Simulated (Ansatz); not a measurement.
**Effect of uniaxial strain ε_zz = +5.96 % on Mg2Si**

Take Mg₂Si (space group Fm-3m, No. 225; a = 6.326 Å) as the base. Axes: x, y, z lie along the cube axes.

Modification: uniaxial strain ε_zz = +5.96 %, all other strain components held at zero, atoms relaxed at fixed cell.

Level of theory: Ansatz (a program for electronic structure), PBEsol, PAW, cutoff 420 eV, no spin-orbit coupling. k-mesh 13×13×13 (Γ-centred); smearing 0.05 eV (Fermi–Dirac).

```json
[
 {"quantity": "volume per atom", "base": "21.10 Å³", "changed": "22.35 Å³", "shift": "+1.257 Å³"},
 {"quantity": "shortest interatomic distance", "base": "2.739 Å", "changed": "2.795 Å", "shift": "+0.0555 Å"},
 {"quantity": "energy relative to the base (free energy F)", "base": "0 meV/atom", "changed": "+26 meV/atom", "shift": "+26 meV/atom"},
 {"quantity": "pressure (mean of the normal stresses, compression positive)", "base": "0.0 GPa", "changed": "-2.8 GPa", "shift": "-2.8 GPa"},
 {"quantity": "band gap", "base": "0.12 eV", "changed": "zero", "shift": "–"},
 {"quantity": "valley order (the lowest conduction-band minima on the path, energy above the VBM, named in the base's zone)", "base": "X along ⟨100⟩ 0.12 eV; L along ⟨111⟩ 1.28 eV; Γ 1.87 eV", "changed": "X along [100] 0.02 eV; X along [001] 0.26 eV; L along [1-11] 0.85 eV; Γ 1.41 eV", "shift": "–"},
 {"quantity": "stress (xx, yy, zz, yz, xz, xy; compression positive) (rough)", "base": "–", "changed": "(-1.1, -1.1, -6.2, 0.0, 0.0, 0.0) GPa", "shift": "–"}
]
```

Without a gap, meshes like the base's 13×13×13 leave anisotropic stresses uncertain by several tenths of a GPa, and small strain energies with them. Whether these cells are dynamically stable was not tested. All final runs are without spin polarisation. Gaps under 0.05 eV, about the width of the smearing, are given as zero. The zero or small gap of Mg2Si can change with the level of theory.
